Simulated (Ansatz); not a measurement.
**TaS2 in the CdI2 type structure (space group P-3m1, No. 164; layered, stacked along the Cartesian z axis)**

```yaml
crystal:
  lattice:
    - [3.32937, 0.00000, 0.00000]
    - [-1.66469, 2.88332, 0.00000]
    - [0.00000, 0.00000, 5.78619]
  atoms:
    - { symbol: Ta, position: [0.00000, 0.00000, 0.00000] }
    - { symbol: S, position: [0.33333, 0.66667, 0.26690] }
    - { symbol: S, position: [0.66667, 0.33333, 0.73310] }
```

Level of theory: plane-wave PAW DFT at the PBE-D3(BJ) level (Ansatz, an electronic-structure program, 420 eV), no spin-orbit coupling, earlier PAW set. Settings: 16×16×8 k-points, 0.05 eV Fermi–Dirac smearing.

The volume per atom comes out as 18.52 Å³. The density is 7.33 g/cm³ and the band gap is zero. The total energy is -3913.893 eV/atom (σ→0; compares only within this code and set-up).

Stability against distortions was not tested. All final runs are without spin polarisation. An odd electron count without spin: TaS2.
